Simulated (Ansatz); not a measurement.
# Band gap of HfTeSe (P3m1, No. 156, 3 atoms in the cell; start mp-1224271) at several levels of theory

No measured value is used here.

```csv
level (code),value (eV),cell (Å³/atom)
LDA (Ansatz),0.00,26.58
PBEsol+SOC (Ansatz),0.00,26.58
r²SCAN+SOC (Ansatz),0.00,26.58
r²SCAN+rVV10 (Ansatz),___,28.05
```

Question: What belongs in the gaps?

Answer: 
- r²SCAN+rVV10 (Ansatz, a quantum-chemistry and plane-wave program), value (eV): 0.04

Computed values are for a static lattice. Levels without +SOC have no spin–orbit coupling; where heavier elements are present it shifts gaps, mostly down, and can invert bands. A gap of zero means that the bands touch or overlap; how far they overlap is not shown.  Values are at the PBE-D3(BJ) cell; r²SCAN+rVV10 at the level's own equilibrium cell. Cutoffs and k meshes differ between the levels. Ansatz's density-functional and Hartree–Fock values are scalar-relativistic unless marked +SOC, with PAW data made under PBE.

A start named mp-… is a Materials Project structure, which need not be a measured phase.
